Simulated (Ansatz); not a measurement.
Output of an Ansatz run (abridged):

```
WARN ansatz: RAYON_NUM_THREADS=1 ignored (pool sized by the plan → 1); use --threads N
Pseudopotentials: kind: paw
Pseudopotential: Zr, paw, valence charge 12
Pseudopotential: Ir, paw, valence charge 31
Crystal: 6 atoms, lattice volume = 99.104 Å³
Basis set: ecut = 620 eV, 3479 PW (Γ)
Bands: 89, of which v1, the nominal top of the filled ones, is band 74 counted from 1 (73 counted from 0)
Symmetry: 48 space group operations
Space group: Fd-3m (ITA 227), of the structure as read, at distance tolerance 4.6e-5 Å
k-points: 47 of 1000
PAW frozen core: Zr, regenerated for the run's functional, and the local potential with it
PAW frozen core: Ir, regenerated for the run's functional, and the local potential with it
Initial density: superposition of atomic densities (chi_scale 0.1, normalization cell, long waves kept (reshape's long-wave potential 0.00 eV rms))
Initial wavefunctions: pseudopotential atomic-orbital guess
Eigensolver: davidson
Functional: x = slater, c = lda
SCF iter   1: F=—  HF=-93174.005645 eV  |F-HF|=—  |Δ(HF+E_count)|=         —  Δρ=1.73e-1  dr2=7.64e1  ethr=3.10e-3  ⟨swp⟩=7.1  Hψ=24301  notcnv=0  defer=17
all-band conjugate gradients solve this SCF's bands
preconditioner: auto → Kerker (q_TF=auto, 2.917 Å⁻¹)
SCF iter   2: F=—  HF=-93167.647553 eV  |F-HF|=—  |Δ(HF+E_count)|=    6.36e0  Δρ=7.84e-2  dr2=1.51e1  ethr=3.10e-3  ⟨swp⟩=3.6  Hψ=8914  notcnv=0  defer=319
SCF iter   3: F=—  HF=-93166.126111 eV  |F-HF|=—  |Δ(HF+E_count)|=    1.52e0  Δρ=1.19e-2  dr2=8.69e-2  ethr=3.10e-3  ⟨swp⟩=4.8  Hψ=8577  notcnv=0  defer=320
SCF iter   4: F=—  HF=-93166.140642 eV  |F-HF|=—  |Δ(HF+E_count)|=   1.45e-2  Δρ=6.73e-3  dr2=2.85e-2  ethr=5.87e-5  ⟨swp⟩=3.6  Hψ=12490  notcnv=0  defer=345
SCF iter   5: F=—  HF=-93166.137003 eV  |F-HF|=—  |Δ(HF+E_count)|=   3.64e-3  Δρ=1.85e-3  dr2=2.25e-3  ethr=1.93e-5  ⟨swp⟩=2.9  Hψ=7677  notcnv=0  defer=345
SCF iter   6: F=—  HF=-93166.136601 eV  |F-HF|=—  |Δ(HF+E_count)|=   4.02e-4  Δρ=7.41e-4  dr2=4.78e-4  ethr=1.52e-6  ⟨swp⟩=2.7  Hψ=7767  notcnv=0  defer=345
SCF iter   7: F=—  HF=-93166.136561 eV  |F-HF|=—  |Δ(HF+E_count)|=   4.02e-5  Δρ=1.38e-4  dr2=1.96e-5  ethr=3.23e-7  ⟨swp⟩=3.0  Hψ=7651  notcnv=0  defer=345
SCF iter   8: F=—  HF=-93166.136942 eV  |F-HF|=—  |Δ(HF+E_count)|=   3.81e-4  Δρ=3.21e-5  dr2=9.45e-7  ethr=1.32e-8  ⟨swp⟩=3.3  Hψ=7716  notcnv=0  defer=345
SCF iter   9: F=-93166.136942 eV  HF=-93166.136942 eV  |F-HF|=9.62e-9  |Δ(HF+E_count)|=   5.41e-8  Δρ=4.44e-6  dr2=1.78e-8  ethr=6.76e-11  ⟨swp⟩=18.4  Hψ=36051  notcnv=0
SCF 1 converged in 9 iterations: F = -93166.136942 eV  dr2 = 1.78e-8
SCF converged after 9 iterations
Free energy (F): -93166.136942 eV
Harris-Foulkes:  -93166.136942 eV  (|F-HF|=9.62e-9)
Internal energy: -93166.128798 eV  (E = F + TS)
E sigma→0 (E₀):  -93166.132870 eV
Entropy (-TS):   -0.008144 eV (-1.357 meV/atom)
Fermi energy:    23.723526 eV
--- Per-component energies (eV) ---
  E_band       = -2279.392266
  E_kinetic    = 4206.042435
  E_local      = -56357.432740  (includes V_loc(G=0)·N_el)
  E_nonlocal   = 7317.756935
  E_hartree    = 19695.303797
  E_xc         = -1753.216205
  E_vxc        = -1975.212847  (∫ρ·V_xc dr)
  E_paw        = -36045.686915  (= ΣΔE_a)
  E_vpaw       = 5138.828793  (= ΣTr[D̂ρ^β])
  E_aug_tail   = 0.000052  (compensation charges beyond the density's cutoff)
  E_ewald      = -30242.450725
  E_core_change = 13.554567  (= ΣΔE_core)
  E_smearing   = -0.008144  (= −TS)
  E_closure    = -0.000000  (closes the sum)
  Σ components = -93166.136942   (vs F -93166.136942, Δ=0.00e0)
--- Forces (eV/Å), atoms counted from 1 ---
  atom   1  Zr     0.00000000    -0.00000000    -0.00000000
   [... zero for the other atoms too ...]
  max |Σ_I F_I| component: 4.63e-18 eV/Å
--- Stress (GPa, compression-positive) ---
       -4.598586      -0.000000       0.000000
       -0.000000      -4.598586       0.000000
        0.000000      -0.000000      -4.598586
  P = ⅓ Tr σ = -4.5986 GPa (-45.986 kbar)
  The stress holds the Pulay correction. Without it, at fixed plane waves, as pw.x and ABINIT print it: P = -4.6218 GPa
--- Band table (eV; the first three rows and the last of 47) ---
  k-point 0: bands = ["-68.8466", "-68.7659", "-68.7659", "-68.7659", "-33.1527", "-33.1469", "-33.1469", "-33.1452", "-33.1452", "-33.1452", "-33.1428", "-33.1428", "-33.1428", "-33.1321", "-33.1321", "-33.1321", "-33.1215", "-33.1215", "-33.1215", [...]
  k-point 1: bands = ["-68.8452", "-68.7674", "-68.7659", "-68.7659", "-33.1525", "-33.1468", "-33.1468", "-33.1453", "-33.1451", "-33.1451", "-33.1429", "-33.1428", "-33.1428", "-33.1324", "-33.1324", "-33.1321", "-33.1215", "-33.1213", "-33.1213", [...]
  k-point 2: bands = ["-68.8410", "-68.7716", "-68.7659", "-68.7659", "-33.1521", "-33.1464", "-33.1464", "-33.1454", "-33.1448", "-33.1448", "-33.1431", "-33.1425", "-33.1425", "-33.1332", "-33.1332", "-33.1321", "-33.1215", "-33.1210", "-33.1210", [...]
  k-point 46: bands = ["-68.8064", "-68.8064", "-68.7659", "-68.7659", "-33.1484", "-33.1484", "-33.1450", "-33.1450", "-33.1440", "-33.1440", "-33.1418", "-33.1418", "-33.1382", "-33.1382", "-33.1352", "-33.1352", "-33.1201", "-33.1201", [...]
```

The structure:

```xyz
6
Lattice="0.0000 3.6730 3.6730 3.6730 0.0000 3.6730 3.6730 3.6730 0.0000" Properties=species:S:1:pos:R:3 pbc="T T T"
Zr     0.0000     0.0000     0.0000
Zr     1.8365     1.8365     1.8365
Ir     4.5913     4.5913     4.5913
Ir     4.5913     2.7548     2.7548
Ir     2.7548     2.7548     4.5913
Ir     2.7548     4.5913     2.7548
```

**Question.** What input produced this log?

**Answer.** Other spellings and defaults could give the same log, and not every line can be read from it. The input that was run (DFT, LDA (PW92), plane waves, harder PAW files (source: ansatz) made with PBE):

Ansatz 0.2 input:
```yaml
# ZrIr2
crystal:
  lattice:
    - [0.000000, 3.673000, 3.673000]
    - [3.673000, 0.000000, 3.673000]
    - [3.673000, 3.673000, 0.000000]
  atoms:
    - { symbol: Zr, position: [0.000000, 0.000000, 0.000000] }
    - { symbol: Zr, position: [0.250000, 0.250000, 0.250000] }
    - { symbol: Ir, position: [0.625000, 0.625000, 0.625000] }
    - { symbol: Ir, position: [0.125000, 0.625000, 0.625000] }
    - { symbol: Ir, position: [0.625000, 0.625000, 0.125000] }
    - { symbol: Ir, position: [0.625000, 0.125000, 0.625000] }
basis:
  ecutwfc: 620.0
kpoints:
  mp_grid: { grid: [10, 10, 10] }
hamiltonian:
  xc: lda
  pseudopotentials: { kind: paw, source: ansatz }
scf:
  occupations: { method: gaussian, width: 0.05 }
output:
  forces: true
  eigenvalues: true
  stress: true
```

The starting cell comes from a database of published, mostly measured structures (it also holds non-ambient and calculated ones), without a prior relaxation at this level. Spin-orbit coupling is off. Spin polarisation is off. With a pressure of about -5 GPa the cell is away from its equilibrium volume at this level. Ansatz's pressure includes its estimate of the finite-basis (Pulay) stress.

Ansatz is an electronic-structure program.
